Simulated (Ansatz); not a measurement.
Band structure of KTaO₃ (Pm-3m, 5 atoms in the cell).

```
CELL_PARAMETERS angstrom
      3.99488     0.00000     0.00000
      0.00000     3.99488     0.00000
      0.00000     0.00000     3.99488
ATOMIC_POSITIONS crystal
  K  0.50000 0.50000 0.50000
  Ta 0.00000 0.00000 0.00000
  O  0.00000 0.50000 0.00000
  O  0.50000 0.00000 0.00000
  O  0.00000 0.00000 0.50000
```

Method of the run: PBEsol, PAW files made with PBE (plane waves; Ansatz, a program for electronic structure).

Settings: basis.ecutwfc = 420 eV; kpoints.mp_grid.grid = 6 6 6; hamiltonian.xc = pbesol; hamiltonian.pseudopotentials = {kind: paw} (the program's default PAW files); scf.occupations.method = fixed; kpoints.band_path.npoints = 8.

The starting cell comes from a database of computed structures (which also holds hypothetical and non-ambient phases and stackings), without a prior relaxation at this level. Spin-orbit coupling is off.

Q: Predict the gap along the standard path and the places of the band edges.

A: The gap along the path is 2.13 eV, from R to Γ; the smallest direct gap on it is 2.76 eV.

Levels in eV from the top of the valence band on the path, bands 17 to 24:
| point | 17 | 18 | 19 | 20 | 21 | 22 | 23 | 24 |
|---|---|---|---|---|---|---|---|---|
| Γ | -1.07 | -0.63 | -0.63 | -0.63 | 2.13 | 2.13 | 2.13 | 6.41 |
| X | -2.16 | -1.53 | -0.86 | -0.86 | 2.29 | 4.99 | 4.99 | 6.80 |
| M | -1.66 | -1.44 | -1.44 | -0.04 | 5.03 | 5.03 | 6.31 | 7.62 |
| R | -3.91 | 0.00 | 0.00 | 0.00 | 6.44 | 6.44 | 6.44 | 8.78 |

Keys are those of Ansatz 0.2.
